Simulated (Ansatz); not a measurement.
```yaml
crystal:
  lattice:
    - [19.00000, 0.00000, 0.00000]
    - [0.00000, 21.50000, 0.00000]
    - [0.00000, 0.00000, 4.70229]
  atoms:
    - { symbol: Sn, position: [0.37974, 0.46279, 0.00000] }
    - { symbol: Sn, position: [0.37974, 0.53721, 0.50000] }
    - { symbol: Sn, position: [0.50000, 0.31009, 0.50000] }
    - { symbol: Sn, position: [0.50000, 0.38440, 0.00000] }
    - { symbol: Sn, position: [0.50000, 0.61560, 0.50000] }
    - { symbol: Sn, position: [0.50000, 0.68991, 0.00000] }
    - { symbol: Sn, position: [0.62026, 0.46279, 0.00000] }
    - { symbol: Sn, position: [0.62026, 0.53721, 0.50000] }
    - { symbol: H, position: [0.30491, 0.41610, 0.00000] }
    - { symbol: H, position: [0.30491, 0.58390, 0.50000] }
    - { symbol: H, position: [0.42687, 0.26186, 0.50000] }
    - { symbol: H, position: [0.57313, 0.26186, 0.50000] }
    - { symbol: H, position: [0.57313, 0.73814, 0.00000] }
    - { symbol: H, position: [0.42687, 0.73814, 0.00000] }
    - { symbol: H, position: [0.69509, 0.41610, 0.00000] }
    - { symbol: H, position: [0.69509, 0.58390, 0.50000] }
```

The numbers are results of PBE (plane waves to 420 eV, PAW; Ansatz, a quantum-chemistry and plane-wave program), not measurements. Mesh 1×1×8. No spin polarisation. One-dimensional cell, images about 11 Å apart. An idealised model, cut from the bulk lattice. Only distortions within the start's symmetry and period were free. Values not marked SOC lack spin–orbit coupling.

Tabulate the two highest filled and two lowest empty levels along the axis, from the valence top.


| k (2π/c) | v2 (eV) | v1 (eV) | c1 (eV) | c2 (eV) |
|---|---|---|---|---|
| 0.000 | -0.55 | 0.00 | 1.33 | 1.44 |
| 0.042 | -0.64 | -0.13 | 1.47 | 1.55 |
| 0.083 | -0.71 | -0.42 | 1.78 | 1.82 |
| 0.125 | -0.75 | -0.72 | 2.09 | 2.13 |
| 0.167 | -0.97 | -0.81 | 2.32 | 2.39 |
| 0.208 | -1.12 | -0.88 | 2.42 | 2.52 |
| 0.250 | -1.20 | -0.96 | 2.45 | 2.53 |
| 0.292 | -1.26 | -1.06 | 2.42 | 2.48 |
| 0.333 | -1.30 | -1.15 | 2.38 | 2.42 |
| 0.375 | -1.34 | -1.24 | 2.34 | 2.38 |
| 0.417 | -1.37 | -1.32 | 2.31 | 2.34 |
| 0.458 | -1.39 | -1.38 | 2.29 | 2.31 |
| 0.500 | -1.39 | -1.39 | 2.29 | 2.29 |
